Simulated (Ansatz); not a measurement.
The starting structures come from a database of crystals and need not be the phases stable at ambient conditions.

Tunnelling through a barrier is set by its complex band structure: the current falls as exp(−2κd) with the smallest κ.

Given:

```xyz
7
Lattice="6.0861 0.0000 0.0000 1.4647 5.9073 0.0000 2.3107 -2.9536 3.7501" Properties=species:S:1:pos:R:3 pbc="T T T"
Ta     6.0551     4.7371     0.0000
Ta     1.4958     1.1702     0.0000
O      0.0000     0.0000     0.0000
O      3.0431     0.0000     0.0000
O      1.8877     1.4768     1.8751
O      0.7324     2.9536     0.0000
O      4.1984    -1.4768     1.8751
```

Space group of this cell: I4/mmm. The cell is taken as given; by r2SCAN its mean pressure is -4.3 GPa.

Transport runs along the normal of the first two printed cell vectors, the (110) plane of the conventional cell.

The gap is the functional's own, uncorrected, and κ follows it; spin-orbit coupling is left out. Mid-gap values are interpolated between the computed energies.

Q: Predict the band gap and the smallest decay constant κ at mid-gap from r2SCAN run with Ansatz (an electronic-structure program).

A: Gap 2.12 eV on a 8×8×8 mesh; κ = 0.241 1/Å, at the zone centre.
